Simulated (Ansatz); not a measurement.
An Ansatz (a quantum-chemistry and plane-wave program) run: TaN with a change (pressure −2 GPa); Ansatz, PBEsol, PAW, cutoff 420 eV, scalar-relativistic without spin-orbit coupling.

Input:

Ansatz 0.2 input:
```yaml
crystal:
  lattice:
    - [5.2091097151, 0, 0]
    - [-2.6045548575, 4.5112213444, 0]
    - [0, 0, 2.9074808225]
  atoms:
    - { symbol: Ta, position: [0, 0, 0] }
    - { symbol: Ta, position: [0.3333333333, 0.6666666667, 0.5] }
    - { symbol: Ta, position: [0.6666666667, 0.3333333333, 0.5] }
    - { symbol: N, position: [0.5, 0, 0] }
    - { symbol: N, position: [0.5, 0.5, 0] }
    - { symbol: N, position: [0, 0.5, 0] }
basis: { ecutwfc: 420, ecutrho_ratio: 4, xc_grid: 2, fft_grid_basis: typed }
kpoints: { mp_grid: { grid: [10, 10, 16] } }
hamiltonian:
  xc: pbesol
  dispersion: none
  pseudopotentials: { kind: paw }
scf: { occupations: { method: fermi_dirac, width: 0.05 } }
relax: { f_tol: 0.01, max_steps: 60, cell: { stress_tol: 0.02, p_target: -2.0 } }
output: { forces: true, stress: true }
checkpoint: { write: state.ck, write_every: 1000 }
```

Output (explanatory and most iteration lines left out):

```
Relaxation: its limit of steps is 60 (relax.max_steps)
Pseudopotential: Ta, paw, valence charge 13
Pseudopotential: N, paw, valence charge 5
Crystal: 6 atoms, lattice volume = 68.324 Å³
Basis set: ecut = 420 eV, 1287 PW (Γ), exchange–correlation on 72×72×40 points (8 copies of the dense FFT grid, shifted against one another)
Bands: 33, of which v1, the nominal top of the filled ones, is band 27 counted from 1 (26 counted from 0)
Symmetry: 24 space group operations
Space group: P6/mmm (ITA 191), of the structure as read, at distance tolerance 4.1e-5 Å
k-points: 126 of 1600
Functional: x = pbesol(κ = 0.804, μ = 0.12345679012345678), c = pbesol(β = 0.046)
SCF iter   1: F=—  HF=-30560.282373 eV  |F-HF|=—  |Δ(HF+E_count)|=         —  Δρ=1.17e-2  dr2=1.39e-1  ethr=1.77e-3  ⟨swp⟩=5.9  Hψ=17269  notcnv=0
SCF iter   2: F=—  HF=-30560.260691 eV  |F-HF|=—  |Δ(HF+E_count)|=   2.17e-2  Δρ=4.11e-3  dr2=1.39e-2  ethr=2.58e-4  ⟨swp⟩=2.0  Hψ=5941  notcnv=0  defer=61
SCF 1 converged in 7 iterations: F = -30560.257494 eV  dr2 = 6.35e-9
relax step   1: F+E_penalty+E_count = -30560.25749394 eV  Δ(F+E_penalty+E_count) = +0.000e0 eV  max|allowed force component| = 1.696e-17 eV/Å  Δτ_max = 0.0000 Å  P = -0.985 GPa  Ω = 68.324 Å³  (7 SCF iters, dr2 threshold 1.00e-7 eV, accepted)
[... steps on the carried basis left out ...]
relax step   5: F+E_penalty+E_count = -30560.25534884 eV  Δ(F+E_penalty+E_count) = -7.354e-4 eV  max|allowed force component| = 9.175e-17 eV/Å  Δτ_max = 0.0000 Å  P = -1.984 GPa  Ω = 68.559 Å³  stress off target by 1.86e-2 GPa  SCF on the basis re-selected at this cell (its energy is not comparable with the rows above)  (5 SCF iters)
SCF converged after 5 iterations
Free energy (F): -30560.255349 eV
Internal energy: -30560.247786 eV  (E = F + TS)
E sigma→0 (E₀):  -30560.251567 eV
Entropy (-TS):   -0.007563 eV (-1.261 meV/atom)
Fermi energy:    19.200200 eV
--- Forces (eV/Å), atoms counted from 1 ---
  atom   1  Ta    -0.00000000     0.00000000     0.00000000
  atom   2  Ta     0.00000000     0.00000000    -0.00000000
  atom   3  Ta     0.00000000    -0.00000000     0.00000000
  atom   4  N      0.00000000    -0.00000000     0.00000000
  atom   5  N     -0.00000000    -0.00000000     0.00000000
  atom   6  N      0.00000000     0.00000000     0.00000000
--- Stress (GPa, compression-positive) ---
       -1.981401      -0.000000      -0.000000
       -0.000000      -1.981401      -0.000000
       -0.000000      -0.000000      -1.988486
  P = ⅓ Tr σ = -1.9838 GPa (-19.838 kbar)
--- Relaxed structure (4 steps of the walk, 4 accepted, 1 SCFs on fresh bases) ---
  cell:  # Å, volume = 68.5593 Å³
    - [5.216812664345404, -2.8910318164036985e-11, 1.8874537542881177e-19]
    - [-2.608406332147665, 4.517892294121957, -9.437268771349999e-20]
    - [1.0534881955023176e-19, 3.4243056296067956e-35, 2.908874784232308]
  atoms:
    - { symbol: Ta, position: [2.3975918741094476e-35, 1.2840948644891168e-35, -1.448908652612274e-70] }
    - { symbol: Ta, position: [0.3333333333333333, 0.6666666666666666, 0.5] }
    - { symbol: Ta, position: [0.6666666666666667, 0.3333333333333333, 0.5] }
    - { symbol: N, position: [0.5000000000000001, -4.192646041744674e-51, 0.0] }
    - { symbol: N, position: [0.5, 0.49999999999999994, -3.009265538105056e-36] }
    - { symbol: N, position: [3.2757875904563225e-40, 0.5000000000000001, -3.009265538105056e-36] }
```

Load acts through the strain it causes; cell and atoms are relaxed under it. Stability against distortions was not tested. All final runs are without spin polarisation. The cell was made from TaN (space group P6/mmm, No. 191) by this change: pressure −2 GPa. This is not the structure that TaN has at room temperature and ambient pressure.
